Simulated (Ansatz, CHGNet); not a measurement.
# LiNbO3 (model structure, started from the LiNbO3 type, R3c, No. 161, 10 atoms in the cell): lattice parameter a by level of theory

No measured value is used here.

```csv
level (code),value (Å)
CHGNet 0.3.0,5.229
LDA (Ansatz),5.066
PBE (Ansatz),5.190
PBE-D3(BJ) (Ansatz),5.131
r²SCAN+rVV10 (Ansatz),5.116
```

Cutoffs differ between the levels. Ansatz's density-functional and Hartree–Fock values are scalar-relativistic unless marked +SOC, with PAW data made under PBE.

Machine-learned potentials (CHGNet 0.3.0) are trained on DFT data: a solid inside that data is no test of them.

A model structure was made by putting elements into a prototype or built by hand; here it ended with the formula and space group of a phase in our tables.

Ansatz is a program for electronic structure.
